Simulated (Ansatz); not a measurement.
The starting structures come from a database of crystals and need not be the phases stable at ambient conditions.

By PBEsol, the system below comes out a metal.

A figure of merit of an interconnect metal is its ballistic conductance per area.

Here is the system:

```
Sb
1.0
    3.05995     0.00000     0.00000
    0.03814     4.31773     0.00000
    0.00000     0.00000     4.26057
Sb
2
Cartesian
  0.06379   3.27642   3.19543
  3.03430   1.04131   1.06514
```

Space group of this cell: P2_1/m. The cell is strained (all lengths scaled by 0.98); by PBEsol its mean pressure is 1.4 GPa.

The current flows along the normal of the first two printed cell vectors. No spin-orbit coupling; the value is a mean over 0.1 eV about the Fermi level.

Problem. State the ballistic conductance per area according to PBEsol (Ansatz, an electronic-structure program).

Solution. 1.1 × 10¹⁵ S/m² for both spins.
